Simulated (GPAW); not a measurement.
# σxx against uniaxial strain in fluorite-structure AuAl2 (space group 225): C11 (GPAW, PBEsol)

```
AuAl2
1.0
    0.00000     3.00501     3.00501
    2.95994     0.00000     3.00501
    2.95994     3.00501     0.00000
Al Au
2 1
Cartesian
  1.47997   1.50251   1.50251
  4.43991   4.50752   4.50752
  0.00000   0.00000   0.00000
```

Method: PBEsol, GPAW PAW datasets PBEsol (made by gpaw-setup) (plane waves; GPAW). Settings: mode = pw; ecut = 585 eV; xc = PBEsol; kpts = 20 20 20; mesh shift (steps) = 0 0 0; occupations.name = fermi-dirac; occupations.width = 0.05 eV; nbands = -9; convergence.density = 1e-06 e/electron; convergence.energy = 1e-06 eV/electron; symmetry.symmorphic = false; symmetry.tolerance = 0.0005; maxiter = 100. The cell above is the first row's. The rows stretch one cube axis (x) by the strain ε and hold the other two. Stress is positive in tension. In all rows fractional positions and the k mesh are held.

| ε (%) | σxx (GPa) |
|---|---|
| -1.5 | ? |
| -1.0 | -1.60 |
| -0.5 | -0.80 |
| 0.0 | -0.01 |
| 0.5 | 0.75 |
| 1.0 | 1.49 |
| 1.5 | 2.21 |
| 2.0 | 2.90 |

Fit σxx against ε with a parabola, and predict the withheld value at ε = -1.5.

Least squares gives σxx = -0.011 + 1.5462·ε - 0.0448·ε². Residuals (row less fit): 0.002, -0.005, 0.001, -0.001, 0.000, 0.002, -0.002; standard error 0.003 (degrees of freedom: 4). The slope at ε = 0, 1.5462 GPa per cent, gives C11 ≈ 100 × 1.5462 = 155 GPa, for the static lattice. At the withheld row, σxx = -0.011 + 1.5462 × (-1.5) - 0.0448 × (-1.5)² = -2.431 GPa. The calculation gives -2.44 GPa, 0.009 GPa below the prediction (0.2 % of the range of σxx in the table). The row lies outside the fitted rows, so this is an extrapolation. From the scatter of the fitted rows alone, a prediction at this place has a standard error of 0.006 GPa, so the miss is 1.6 times that.

Carrying the step between the two nearest rows on in a straight line would have given -2.40, off by 0.04; series whose last step already gives the withheld value aren't shown. The reference cell has the volume at which an earlier scan in this program and functional put its minimum by a fit. The runs keep the symmetry of the cell, so they don't test it for distortions. The unstrained cell stands at a pressure of 0.01 GPa, and the constants belong to that pressure. By symmetry this strain leaves no force on the atoms; the largest in the rows is 0.000 eV/Å. Spin-orbit coupling is off. Without a gap such slopes are sensitive to mesh and smearing. Cutoffs and mesh are single choices, not tested for convergence of this quantity. Series with a scatter that would blur these digits, or in which a gap closes, are not shown. Strain series were run only where this level's volume lies within 10 % of a first guess from the measured size.
